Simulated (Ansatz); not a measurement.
## Response to strain in BaZrO3

Consider BaZrO3 in the cubic perovskite structure (space group Pm-3m, No. 221; a = 4.205 Å). Axes: x, y, z lie along the cube axes.

Strains are applied to the cell and any free atomic positions relax; under biaxial strain the out-of-plane vector relaxes too; under stress the whole cell relaxes.

Level of theory: r2SCAN in Ansatz (plane waves to 500 eV, PAW, no SOC).

Notes on the quantities. energy relative to the base: free energy F; pressure: mean of the normal stresses, compression positive.

```json
[
 {"change": "base", "energy relative to the base": "0 meV/atom", "pressure": "0.01 GPa", "band gap": "3.73 eV", "gap character": "indirect, R → Γ", "smallest direct gap": "3.96 eV"},
 {"change": "biaxial strain +0.44 %, plane normal [001], relaxed out of plane", "energy relative to the base": "+0.6 meV/atom", "pressure": "-1.02 GPa", "band gap": "3.69 eV", "gap character": "indirect, A → Γ", "smallest direct gap": "3.92 eV"},
 {"change": "biaxial strain +3.17 %, plane normal [110], relaxed out of plane", "energy relative to the base": "+28 meV/atom", "pressure": "-6.04 GPa", "band gap": "3.34 eV", "gap character": "indirect, T → Γ", "smallest direct gap": "3.55 eV"},
 {"change": "isotropic strain −4.30 %", "energy relative to the base": "+146 meV/atom", "pressure": "28.70 GPa", "band gap": "4.05 eV", "gap character": "indirect, R → Γ", "smallest direct gap": "4.06 eV"},
 {"change": "isotropic strain −0.80 %", "energy relative to the base": "+4.5 meV/atom", "pressure": "4.16 GPa", "band gap": "3.80 eV", "gap character": "indirect, R → Γ", "smallest direct gap": "3.99 eV"},
 {"change": "isotropic strain +3.52 %", "energy relative to the base": "+75 meV/atom", "pressure": "-13.50 GPa", "band gap": "3.44 eV", "gap character": "indirect, R → Γ", "smallest direct gap": "3.76 eV"},
 {"change": "uniaxial strain ε_zz = −2.08 %", "energy relative to the base": "+6.9 meV/atom", "pressure": "3.72 GPa", "band gap": "3.71 eV", "gap character": "indirect, A → Γ", "smallest direct gap": "3.89 eV"},
 {"change": "tensor shear ε_xz = +0.82 %", "energy relative to the base": "+1.1 meV/atom", "pressure": "0.02 GPa", "band gap": "3.66 eV", "gap character": "indirect, T → Γ", "smallest direct gap": "3.87 eV"},
 {"change": "uniaxial stress, 2 GPa compression along x", "energy relative to the base": "+0.6 meV/atom", "pressure": "–", "band gap": "3.71 eV", "gap character": "indirect, A → Γ", "smallest direct gap": "3.93 eV"}
]
```

Beyond what the load breaks, stability against distortions was not tested. Labels are those of the standard path for the cell's own space group.

Ansatz is a quantum-chemistry and plane-wave program.
